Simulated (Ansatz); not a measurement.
Bi4Ge3O12 (I-43d, No. 220), treated with rVV10 (PAW; Ansatz, a first-principles code).

Run with plane-wave cutoff 520 eV, 6×6×6 k mesh, Fermi–Dirac smearing 0.01 eV, scalar-relativistic PAW data made under PBE.

Pressure at four volumes; x = ln(V/15.803 Å³). One pressure is withheld.

```csv
V (Å³/atom),x,P (GPa)
15.171,-0.0408,?
15.487,-0.0202,1.24
15.803,0.0000,0.00
16.435,0.0392,-2.05
```

Question: Pass a parabola P(x) through the three rows shown, estimate the bulk modulus and its pressure derivative near zero pressure, and predict the withheld pressure.

Answer: Slopes between the rows: (0.00 − (1.24))/(0.0000 − (-0.0202)) = -61.39 and (-2.05 − (0.00))/(0.0392 − (0.0000)) = -52.30 GPa. Their difference over the span 0.0594 is c = 9.09/0.0594 = 153.0 GPa, so P(x) = 1.24 + (-61.39)(x − (-0.0202)) + 153.0 (x − (-0.0202))(x − (0.0000)). At the middle row B = −dP/dx = −[-61.39 + 153.0 × 0.0202] = 58.3 GPa, and B′ = dB/dP = 2c/B = 5.2. At x = -0.0408 the parabola gives 2.63 GPa; the run gives 2.62 GPa. The Birch–Murnaghan fit to the energies at all volumes has B0 = 58.1 GPa and B′ = 5.1.

Spin–orbit coupling is not included; it can shift volumes and moduli of such heavy elements.
